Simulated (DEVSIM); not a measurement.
Structure: Ru/La2O3/SiO2/p-Si capacitor, at 300 K.

| layer (left to right) | material | thickness (nm) | Na (cm⁻³) |
|---|---|---|---|
| 1 | La2O3 | 9.10 | - |
| 2 | SiO2 | 0.960 | - |
| 3 | Si | 960 | 3.6e17 |

Metal gate on the left, work function 4.7 eV. Fixed charge at the semiconductor interface 0 cm⁻² (in units of +e); no interface traps.

Constants are typed, rounded textbook-type inputs, not results; the design itself was drawn at random and stands for no fabricated device. Values at 300 K.

| parameter | La2O3 | SiO2 | Si |
|---|---|---|---|
| gap (eV) | 5.8 | 9 | 1.124 |
| affinity (eV) | 1.8 | 0.9 | 4.05 |
| permittivity | 27 | 3.9 | 11.7 |
| Nc (cm⁻³) | - | - | 2.86e19 |
| Nv (cm⁻³) | - | - | 3.1e19 |

DEVSIM, 1D Poisson equation in equilibrium, Boltzmann statistics, complete ionisation; no quantum confinement or tunnelling. Metal contacts follow the ideal Schottky-Mott rule: no Fermi-level pinning, no interface dipoles.

Question: Tabulate band edges, carrier densities and field at 0.3 V on the gate.

Answer: Energies count from the Fermi level of the right contact; mesh points crowd at the junctions.

```tsv
x (μm)	Ec (eV)	Ev (eV)	n (cm⁻³)	p (cm⁻³)	field (V/cm)
0.000	2.600	-3.200	< 1e2	< 1e2	100000
0.001160	2.612	-3.188	< 1e2	< 1e2	100000
0.003172	2.632	-3.168	< 1e2	< 1e2	100000
0.006026	2.660	-3.140	< 1e2	< 1e2	100000
0.008429	2.684	-3.116	< 1e2	< 1e2	100000
0.009340	3.608	-5.392	< 1e2	< 1e2	690000
0.009786	3.638	-5.362	< 1e2	< 1e2	690000
0.01126	0.534	-0.590	3.0e10	3.9e9	220000
0.01388	0.591	-0.533	3.4e9	3.4e10	210000
0.01937	0.697	-0.427	5.5e7	2.1e12	180000
0.03094	0.866	-0.258	80000	1.5e15	110000
0.06768	1.007	-0.117	340	3.4e17	2300
0.1326	1.009	-0.115	320	3.6e17	≈ 0
0.2692	1.009	-0.115	320	3.6e17	≈ 0
0.6281	1.009	-0.115	320	3.6e17	≈ 0
0.8082	1.009	-0.115	320	3.6e17	≈ 0
0.8937	1.009	-0.115	320	3.6e17	≈ 0
0.9344	1.009	-0.115	320	3.6e17	≈ 0
0.9579	1.009	-0.115	320	3.6e17	≈ 0
0.9649	1.009	-0.115	320	3.6e17	≈ 0
0.9682	1.009	-0.115	320	3.6e17	≈ 0
0.9701	1.009	-0.115	320	3.6e17	≈ 0
```
